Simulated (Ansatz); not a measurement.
Start from Ti in the hcp (Mg type) structure (space group P6_3/mmc, No. 194; a = 2.937 Å, c = 4.641 Å; relaxed with 0.1 eV smearing).

Level of theory: r2SCAN in Ansatz (plane waves to 500 eV, PAW, spin-orbit coupling left out), earlier PAW set.

For the base:

Pressure: 0.0 GPa
Band gap: zero

Perturbation: the cell is scaled by 1.0484 in all directions, atoms relaxed at fixed cell.

### Question
How does this affect the pressure, energy relative to the base and band gap?

### Answer
The pressure (mean of the normal stresses, compression positive) goes from zero to -12.8 GPa; the energy increases by 118 meV/atom; the band gap is still zero.

The cells carry an imposed strain or load. Whether these cells are dynamically stable was not tested. The final runs are not spin-polarised.

Ansatz is a first-principles code.
